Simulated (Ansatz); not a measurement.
CsCl-type CuZn was calculated with PBE-D3(BJ) in Ansatz (PAW).

Settings: plane-wave cutoff 520 eV, 18×18×18 k mesh, Fermi–Dirac smearing 0.05 eV, no spin polarisation, scalar-relativistic PAW data made under PBE.

Cell (relaxed at this level):

Space group Pm-3m (No. 221); a = b = c = 2.9108 Å, α = β = γ = 90.00°

```json
[
 {"atom": "Zn", "site": "1b", "symmetry": "m-3m", "x": "0.5000", "y": "0.5000", "z": "0.5000"},
 {"atom": "Cu", "site": "1a", "symmetry": "m-3m", "x": "0.0000", "y": "0.0000", "z": "0.0000"}
]
```

### Question
What does this level give for the bulk modulus and pressure derivative B′ of the bulk modulus?

### Answer

bulk modulus: 134 GPa
pressure derivative B′ of the bulk modulus: 5.0

The run finds no gap.

Measured, for comparison: bulk modulus 116 GPa (temperature not stated, no zero-point or thermal correction; as tabulated in Nepal et al. (2020), arXiv:2007.11150). Computed (rounded) less measured: bulk modulus +16 %.

Static lattice: no zero-point or thermal effects.

Ansatz is an electronic-structure program.
